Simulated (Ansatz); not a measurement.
The starting structures come from a database of crystals and need not be the phases stable at ambient conditions.

 Where the default PAW files enter, the runs use the earlier of Ansatz's two default sets.

By PBEsol, the system below comes out a metal.

Crystal: YGe₂ (I4_1/amd, not sure to be the ambient phase, 6 atoms a cell, 22.1 Å³ an atom, -3 GPa at this level); planes in its conventional cell.

Method: PBEsol (plane waves, PAW; Ansatz, an electronic-structure program).

G/A = (e²/h) × open channels of both spins per area, as a mean over 0.1 eV about the Fermi level, without spin-orbit coupling, for the cells as given.

```
plane  area (Å²)  G/A (10¹⁵ S/m²)
-----  ---------  ---------------
(001)       16.0             0.50
(101)       34.2              ___
```

**Question.** What belongs in the gaps?

**Answer.** 
- (101), G/A (10¹⁵ S/m²): 0.42
